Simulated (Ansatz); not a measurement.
For Si (model structure, I-43m, No. 217, 23 atoms in the cell), LDA (plane waves, PAW; Ansatz, a quantum-chemistry and plane-wave program) gives:

| Property | Value |
|---|---|
| lattice constant a | 9.982 Å |
| cohesive energy | 5.20 eV/atom |
| band gap | 1.20 eV |

**Question.** What does r²SCAN+rVV10 (PAW; Ansatz) give for the same quantities?

**Answer.** 
- lattice constant a: 10.046 Å (grows by 0.6 %)
- cohesive energy: 4.70 eV/atom (shrinks by 0.50 eV/atom)
- band gap: 1.45 eV (rises by 0.25 eV)

Changes are worked out from the printed values.

Unless a cell is named, each level is at its own relaxed cell (LDA 21.62, r²SCAN+rVV10 22.04 Å³/atom).

Density-functional gaps are differences of (generalised) Kohn–Sham levels.

Ansatz's density-functional and Hartree–Fock values are scalar-relativistic unless marked +SOC, with PAW data made under PBE.

A model structure was made by putting elements into a prototype or built by hand; it is no filed structure, need not be a known phase, and can be a saddle point held by its symmetry.
